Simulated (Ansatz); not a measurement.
NaSrH₃ (model structure, started from the KMgH3 type, Pm-3m, No. 221, 5 atoms in the cell), treated with PBE (PAW; Ansatz, a first-principles code).

Numerical settings: plane-wave cutoff 520 eV, 8×8×8 k mesh, Fermi–Dirac smearing 0.01 eV, scalar-relativistic PAW data made under PBE.

Cell (relaxed with PBEsol):

```cif
data_H3NaSr
_chemical_formula_sum 'Na1 Sr1 H3'
_space_group_name_H-M_alt 'P 1'
_space_group_IT_number 1
_cell_length_a 4.64082
_cell_length_b 4.64082
_cell_length_c 4.64082
_cell_angle_alpha 90.000
_cell_angle_beta 90.000
_cell_angle_gamma 90.000
loop_
_space_group_symop_operation_xyz
  'x, y, z'
loop_
_atom_site_label
_atom_site_type_symbol
_atom_site_fract_x
_atom_site_fract_y
_atom_site_fract_z
_atom_site_occupancy
Na1 Na 0.00000 0.00000 0.00000 1
Sr1 Sr 0.50000 0.50000 0.50000 1
H1 H 0.50000 0.00000 0.50000 1
H2 H 0.00000 0.50000 0.50000 1
H3 H 0.50000 0.50000 0.00000 1
```

Task: Predict the band gap, smallest direct gap on the k points sampled and direct gap at Γ.

Result: 
- band gap: 1.93 eV
- smallest direct gap on the k points sampled: 2.25 eV
- direct gap at Γ: 6.39 eV

Note: the relaxation could raise the start's symmetry but not lower it, so the cell can be a saddle point; cell and atoms aren't relaxed at this level (pressure 0.7 GPa).

Spin–orbit coupling is not included.

Computed values are for the static lattice.

A model structure was made by putting elements into a prototype or built by hand; it is no filed structure, need not be a known phase, and can be a saddle point held by its symmetry.
